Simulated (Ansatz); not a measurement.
Ansatz (a program for electronic structure) run on AgAu (P4/mmm, 2 atoms in the cell): self-consistent single point.

Method: RPBE, default PAW files made with PBE (plane waves; Ansatz).

```yaml
crystal:
  lattice:
    - [2.97552, 0.00000, 0.00000]
    - [0.00000, 2.97552, 0.00000]
    - [0.00000, 0.00000, 3.90006]
  atoms:
    - { symbol: Ag, position: [0.50000, 0.50000, 0.50000] }
    - { symbol: Au, position: [0.00000, 0.00000, 0.00000] }
```

Reference input (self-consistent single point, DFT, PBE, plane waves, default PAW files): kpoints.mp_grid.grid = 11 11 9; hamiltonian.xc = pbe; hamiltonian.pseudopotentials = {kind: paw} (the program's default PAW files); scf.occupations.method = fermi_dirac; scf.occupations.width = 0.0073 Ry. This run's input differs from it in these lines:

Ansatz 0.2 input:
```diff
@@ -12,3 +12,3 @@
 hamiltonian:
-  xc: pbe
+  xc: rpbe
   pseudopotentials: { kind: paw }
```

The program printed (abridged):

```
SCF iter   1: F=—  HF=-20762.073534 eV  |F-HF|=—  |Δ(HF+E_count)|=         —  Δρ=4.96e-3  dr2=8.16e-3  ethr=1.77e-3  ⟨swp⟩=4.7  Hψ=8958  notcnv=0
all-band conjugate gradients solve this SCF's bands
preconditioner: auto → Kerker (q_TF=auto, 2.772 Å⁻¹)
SCF iter   2: F=—  HF=-20762.072575 eV  |F-HF|=—  |Δ(HF+E_count)|=   9.59e-4  Δρ=1.96e-3  dr2=1.17e-3  ethr=2.15e-5  ⟨swp⟩=2.3  Hψ=4359  notcnv=0
SCF iter   3: F=—  HF=-20762.072436 eV  |F-HF|=—  |Δ(HF+E_count)|=   1.39e-4  Δρ=5.54e-4  dr2=5.10e-5  ethr=3.07e-6  ⟨swp⟩=2.0  Hψ=3461  notcnv=0
SCF iter   4: F=—  HF=-20762.072362 eV  |F-HF|=—  |Δ(HF+E_count)|=   7.40e-5  Δρ=1.51e-4  dr2=6.82e-6  ethr=1.34e-7  ⟨swp⟩=2.0  Hψ=4134  notcnv=0
SCF iter   5: F=—  HF=-20762.072362 eV  |F-HF|=—  |Δ(HF+E_count)|=   4.98e-7  Δρ=4.23e-5  dr2=4.84e-7  ethr=1.79e-8  ⟨swp⟩=2.7  Hψ=4176  notcnv=0
SCF iter   6: F=-20762.072362 eV  HF=-20762.072362 eV  |F-HF|=2.18e-8  |Δ(HF+E_count)|=   5.33e-8  Δρ=1.18e-5  dr2=4.91e-8  ethr=2.63e-10  ⟨swp⟩=4.8  Hψ=9193  notcnv=0
SCF 1 converged in 6 iterations: F = -20762.072362 eV  dr2 = 4.91e-8
Free energy (F): -20762.072362 eV
Internal energy: -20762.054407 eV  (E = F + TS)
E sigma→0 (E₀):  -20762.063384 eV
Entropy (-TS):   -0.017955 eV (-8.978 meV/atom)
Fermi energy:    18.814480 eV
--- Forces (eV/Å), atoms counted from 1 ---
  atom   1  Ag     0.00000000    -0.00000000     0.00000000
  atom   2  Au     0.00000000     0.00000000     0.00000000
--- Stress (GPa, compression-positive) ---
        7.383939       0.000000       0.000000
        0.000000       7.383939       0.000000
        0.000000       0.000000      10.449623
  P = ⅓ Tr σ = 8.4058 GPa (84.058 kbar)
  The stress holds the Pulay correction. Without it, at fixed plane waves, as pw.x and ABINIT print it: P = 8.3361 GPa
```

The run converged in 6 iterations. Against the reference run the pressure goes from 4.32 to 8.41 GPa.

The starting cell was generated: these elements placed on a structure prototype, without a prior relaxation; it need not be a known phase or ordering of this composition. Its lattice was rescaled by a random factor within 2.5 % of one. With a pressure of about 8 GPa the cell is away from its equilibrium volume at this level. Ansatz's pressure includes its estimate of the finite-basis (Pulay) stress.
